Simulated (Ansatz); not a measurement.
Given:

```
MgS
1.0
    0.00000     2.66867     2.59094
    2.66867     0.00000     2.59094
    2.66867     2.66867     0.00000
Mg S
1 1
Direct
  0.00000   0.00000   0.00000
  0.50000   0.50000   0.50000
```

Calculation: PBEsol, rigid bands (plane waves, PAW, scalar-relativistic; Ansatz, a program for electronic structure). Condition of this run: biaxial strain xx = yy = +3 %, z clamped. How the cell was made: cell and atoms relaxed with PBEsol, then loaded as said.

Q: Predict the hole conductivity mass (n e² τ/σ) at 300 K, by direction if it differs.

A: 0.94 (x), 0.94 (y), 1.06 (z) mₑ.

Q: Predict the electron conductivity mass (n e² τ/σ) at 300 K, by direction if it differs.

A: 0.31 (x), 0.31 (y), 0.49 (z) mₑ.

Q: And the band gap?

A: 2.48 eV at this level; semilocal functionals usually fall short of the measured gap.

Rigid bands, one relaxation time for all states, no polarons. Spin-orbit coupling is left out; where it splits the top of the valence band it changes the hole mass and lowers the gap by about a third of the splitting.
